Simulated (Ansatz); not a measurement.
The reference is PbS in the rock salt structure (space group Fm-3m, No. 225; a = 5.9027 Å).

All numbers come from PBEsol (Ansatz, a quantum-chemistry and plane-wave program, PAW, no SOC).

Base values:

| Property | Value |
|---|---|
| Pressure | 0.00 GPa |

Now apply this change: an isotropic linear strain of +0.58 %, atoms relaxed at fixed cell.

### Question
What happens to the energy relative to the base?

### Answer
The energy rises by 1.4 meV/atom.

### Question
How does this affect the pressure?

### Answer
The pressure goes from zero to -1.00 GPa.

Stability against distortions was not tested.
